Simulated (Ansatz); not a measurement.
**Thermal expansion of BN (zinc blende, F-43m)**

Method: quasi-harmonic approximation, LDA in Ansatz (a quantum-chemistry and plane-wave program); phonon mesh 8×8×8, k mesh 16×16×16. Dynamical quadrupoles are not included in the interpolation of the phonons between the solved wave vectors. The pressure is 5 GPa. The structure is held there; whether it is the stable one at that pressure was not tested.

```csv
T (K),α_L (10⁻⁶/K),C_P (J/mol/K),bulk modulus B_T (GPa),γ
100,0.1,0.8,410,0.62
200,0.5,6.5,410,0.71
300,1.5,15.7,409,0.83
400,2.5,24.2,408,0.89
500,3.3,30.7,406,0.92
600,3.9,35.3,404,0.94
700,4.4,38.7,402,0.96
800,4.7,41.1,399,0.96
900,5.0,43.0,397,0.97
1000,5.2,44.4,395,0.98
```

The conventional lattice constants at 300 K is a = 3.580 Å, the entropy at 300 K is 6.6 J/(mol K) and the adiabatic bulk modulus at 300 K comes out as 410 GPa. The bulk modulus without vibrations is 421 GPa and the zero-point volume expansion comes out as 1.15 %.

Whether this phase is the stable one at each condition was not tested.

The PAW data sets were generated under PBE and serve the other functionals too.
